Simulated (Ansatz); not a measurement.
We consider SiCO4 (model structure, I-4, No. 82, 6 atoms in the cell), described by r²SCAN (plane waves, PAW; Ansatz, an electronic-structure program).

Numerical settings: plane-wave cutoff 560 eV, 12×12×12 k mesh, Fermi–Dirac smearing 0.01 eV, scalar-relativistic PAW data made under PBE.

Cell (relaxed at this level):

```xyz
6
Lattice="-2.1778 2.1778 3.2761 2.1778 -2.1778 3.2761 2.1778 2.1778 -3.2761" Properties=species:S:1:pos:R:3 pbc="T T T"
Si     0.0000     0.0000     0.0000
C      0.0000     2.1778     1.6381
O      0.6322     1.2245     0.8628
O      1.5456     0.9532     4.1389
O     -0.9532     1.5456     2.4133
O      3.1310     0.6322    -0.8628
```

**Question.** Predict the band gap and smallest direct gap on the k points sampled.

**Answer.** 
band gap: 7.90 eV (indirect)
smallest direct gap on the k points sampled: 8.24 eV

Note: the relaxation could raise the start's symmetry but not lower it, so the cell can be a saddle point.

Static lattice: no zero-point or thermal effects.

Cost on a shared machine: very roughly 60 core-seconds.

A model structure was made by putting elements into a prototype or built by hand; it is no filed structure, need not be a known phase, and can be a saddle point held by its symmetry.
